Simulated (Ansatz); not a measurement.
Consider BeS in the zinc blende structure (space group F-43m, No. 216; a = 4.869 Å).

The values are results of Ansatz (a first-principles code), r2SCAN, PAW, cutoff 500 eV, no SOC, not measurements.

Carriers are added at fixed cell with a uniform background; the Fermi–Dirac width is that of 300 K.

One change was made to it. Results:

The Fermi level relative to the doped band's edge (positive inside the band; to 0.05 eV) amounts to +0.30 eV; the gap between the host's bands stays essentially unchanged (3.59 eV against 3.58 eV); the gap character is still indirect, Γ → X.

Task: Which change produced these results?
A. electrons 7.0×10^20 cm⁻³
B. holes 7.0×10^20 cm⁻³
C. electrons 2.0×10^22 cm⁻³

Result: A, electrons 7.0×10^20 cm⁻³. For comparison, the Fermi level from band edge in the other runs: holes 7.0×10^20 cm⁻³ gives +0.10 eV; electrons 2.0×10^22 cm⁻³ gives +2.05 eV.

Charged cell with a jellium background: band edges are those of the host's band count, energies are not comparable with the neutral cell, and many-body gap narrowing is missing. Whether these cells are dynamically stable was not tested.
